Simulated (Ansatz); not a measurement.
# What isotropic strain +1.00 % does to C

Consider C in the diamond structure (space group Fd-3m, No. 227; a = 3.5317 Å).

Now apply this change: an isotropic linear strain of +1.00 %, atoms relaxed at fixed cell.

Level of theory: LDA in Ansatz (plane waves to 420 eV, PAW, no spin-orbit coupling). Settings: 16×16×16 k-points, 0.05 eV Fermi–Dirac smearing.

The volume per atom rises by 0.167 Å³ to 5.67 Å³ and the space group stays Fd-3m (No. 227). The shortest interatomic distance increases by 0.0153 Å (1.529 Å → 1.545 Å) and the energy goes up by 7.1 meV/atom. The pressure goes from zero to -13.21 GPa and the band gap decreases by 0.07 eV, from 4.17 eV to 4.10 eV. The gap character remains indirect, Γ → Γ–X (71 % along) and the smallest direct gap decreases by 0.08 eV, from 5.62 eV to 5.54 eV. The mean gap deformation potential ΔEg/Δln V amounts to -2.3 eV and the electron mass changes from 1.8 mₑ along k, 0.29 mₑ across (off the special points) to 1.7 mₑ along k, 0.29 mₑ across (off the special points).

Effective masses come from finite differences of ±0.01 Å⁻¹. Along k means along the line from Γ to the band edge. Gaps are read on the SCF mesh and a high-symmetry path. Stability against distortions was not tested.

Ansatz is a quantum-chemistry and plane-wave program.
